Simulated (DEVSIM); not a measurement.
Device: abrupt Si n-p junction, at 300 K.

```tsv
layer (left to right)	material	thickness (μm)	Nd (cm⁻³)	Na (cm⁻³)	τn (s)	τp (s)
1	Si	4.90	4.4e17	-	0.00071	0.00071
2	Si	34.0	-	3.4e16	0.00071	0.00071
```

Left contact: ohmic. Right contact: ohmic. Voltage is applied to the left contact. Recombination: SRH at mid-gap. Mobility is μmin + (μ − μmin)/(1 + (N/Nref)^α).

The device is made up for the run: typed textbook-type constants, with dimensions and the other settings drawn at random. Values at 300 K.

```csv
parameter,Si
gap (eV),1.124
affinity (eV),4.05
permittivity,11.7
Nc (cm⁻³),2.86e19
Nv (cm⁻³),3.1e19
μn (cm²/Vs),1417
μp (cm²/Vs),470
"μn,min",52
"μp,min",45
"Nref,n",9.7e16
"Nref,p",2.2e17
αn,0.68
αp,0.72
```

Simulated with DEVSIM: 1D drift-diffusion, Boltzmann statistics, complete ionisation; no tunnelling, impact ionisation, image-force lowering or self-heating.

Tabulate band edges, carrier densities and field at -0.9 V on the left contact.

Energies count from the Fermi level of the right contact; mesh points crowd at the junctions.

| x (μm) | Ec (eV) | Ev (eV) | n (cm⁻³) | p (cm⁻³) | field (V/cm) |
|---|---|---|---|---|---|
| 0.000 | 1.008 | -0.116 | 4.4e17 | 260 | -17 |
| 0.03971 | 1.008 | -0.116 | 4.4e17 | 3.7e14 | -17 |
| 0.1445 | 1.008 | -0.116 | 4.4e17 | 1.3e15 | -17 |
| 0.4208 | 1.007 | -0.117 | 4.4e17 | 3.8e15 | -17 |
| 1.598 | 1.005 | -0.119 | 4.5e17 | 1.4e16 | -16 |
| 3.461 | 1.002 | -0.122 | 4.7e17 | 2.9e16 | -15 |
| 4.370 | 1.001 | -0.123 | 4.8e17 | 3.5e16 | -15 |
| 4.772 | 1.000 | -0.124 | 4.8e17 | 3.8e16 | -15 |
| 4.867 | 1.000 | -0.124 | 4.8e17 | 3.9e16 | 75 |
| 4.902 | 1.021 | -0.103 | 2.1e17 | 8.8e16 | 19000 |
| 4.945 | 1.036 | -0.088 | 1.2e17 | 1.5e17 | 62 |
| 5.132 | 1.035 | -0.089 | 1.2e17 | 1.5e17 | -13 |
| 5.556 | 1.035 | -0.089 | 1.2e17 | 1.5e17 | -13 |
| 6.685 | 1.033 | -0.091 | 1.2e17 | 1.5e17 | -13 |
| 11.54 | 1.027 | -0.097 | 1.0e17 | 1.4e17 | -15 |
| 22.58 | 1.008 | -0.116 | 7.0e16 | 1.0e17 | -20 |
| 32.78 | 0.981 | -0.143 | 3.3e16 | 6.7e16 | -35 |
| 36.61 | 0.964 | -0.160 | 1.5e16 | 4.9e16 | -55 |
| 38.30 | 0.953 | -0.171 | 4.7e15 | 3.9e16 | -81 |
| 38.69 | 0.950 | -0.174 | 1.8e15 | 3.6e16 | -94 |
| 38.84 | 0.948 | -0.176 | 5.5e14 | 3.5e16 | -100 |
| 38.90 | 0.948 | -0.176 | 3400 | 3.4e16 | -100 |
